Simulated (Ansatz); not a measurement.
An Ansatz (a program for electronic structure) run: TlF; Kohn–Sham DFT with the r2SCAN functional, run in Ansatz with PAW and 500 eV plane waves, spin-orbit coupling left out.

Input:

Ansatz 0.2 input:
```yaml
crystal:
  lattice:
    - [6.2234006811, 0, 0]
    - [0, 5.6024574732, 0]
    - [0, 0, 5.0282616758]
  atoms:
    - { symbol: Tl, position: [0.252381689, 0.5083667929, 0.25] }
    - { symbol: Tl, position: [0.747618311, 0.4916332071, 0.75] }
    - { symbol: Tl, position: [0.252381689, 0.9916332071, 0.75] }
    - { symbol: Tl, position: [0.747618311, 0.0083667929, 0.25] }
    - { symbol: F, position: [0.8663797528, 0.5812475941, 0.25] }
    - { symbol: F, position: [0.1336202472, 0.4187524059, 0.75] }
    - { symbol: F, position: [0.8663797528, 0.9187524059, 0.75] }
    - { symbol: F, position: [0.1336202472, 0.0812475941, 0.25] }
basis: { ecutwfc: 500, ecutrho_ratio: 4, xc_grid: 4, fft_grid_basis: typed }
kpoints: { mp_grid: { grid: [6, 6, 7] } }
hamiltonian:
  xc: r2scan
  dispersion: none
  pseudopotentials: { kind: paw }
scf: { occupations: { method: fermi_dirac, width: 0.05 }, convergence: { dr2_threshold: 0.0000000008 } }
output: { forces: true, stress: true }
```

Output (explanatory and most iteration lines left out):

```
Pseudopotential: Tl, paw, valence charge 13
Pseudopotential: F, paw, valence charge 7
Crystal: 8 atoms, lattice volume = 175.317 Å³
Basis set: ecut = 500 eV, 4445 PW (Γ), exchange–correlation on 192×180×160 points (64 copies of the dense FFT grid, shifted against one another)
Bands: 48, of which v1, the nominal top of the filled ones, is band 40 counted from 1 (39 counted from 0)
Symmetry: 8 space group operations
Space group: Pbcm (ITA 57), of the structure as read, at distance tolerance 5.6e-5 Å
k-points: 64 of 252
Functional: x = r2scan, c = r2scan; τ floored in thin density (d = 2e-4 eV/Å³)
SCF iter   1: F=—  HF=-49076.790856 eV  |F-HF|=—  |Δ(HF+E_count)|=         —  Δρ=9.51e-3  dr2=1.37e-1  dr2_τ=1.17e-1  ethr=1.77e-3  ⟨swp⟩=6.2  Hψ=10885  notcnv=0  defer=1
SCF iter   2: F=—  HF=-49076.829732 eV  |F-HF|=—  |Δ(HF+E_count)|=   3.89e-2  Δρ=3.97e-3  dr2=1.52e-2  dr2_τ=2.83e-3  ethr=1.71e-4  ⟨swp⟩=2.1  Hψ=6436  notcnv=0  defer=196
SCF 1 converged in 9 iterations: F = -49076.827034 eV  dr2 = 1.79e-10
SCF converged after 9 iterations
Free energy (F): -49076.827034 eV
Internal energy: -49076.827034 eV  (E = F + TS)
E sigma→0 (E₀):  -49076.827034 eV
Fermi energy:    6.202005 eV
--- Forces (eV/Å), atoms counted from 1 ---
  atom   1  Tl     0.00010908    -0.00019621     0.00000000
  atom   2  Tl    -0.00010908     0.00019621     0.00000000
  atom   3  Tl     0.00010908     0.00019621     0.00000000
  atom   4  Tl    -0.00010908    -0.00019621     0.00000000
  atom   5  F      0.00020133     0.00015305     0.00000000
  atom   6  F     -0.00020133    -0.00015305     0.00000000
  atom   7  F      0.00020133    -0.00015305     0.00000000
  atom   8  F     -0.00020133     0.00015305     0.00000000
--- Stress (GPa, compression-positive) ---
       -0.005397       0.000000       0.000000
        0.000000      -0.006297       0.000000
        0.000000       0.000000      -0.003193
  P = ⅓ Tr σ = -0.0050 GPa (-0.050 kbar)
```

With Tl present, leaving out spin-orbit coupling can change the band edges. Whether these cells are dynamically stable was not tested. The cell is TlF (space group Pbcm, No. 57).
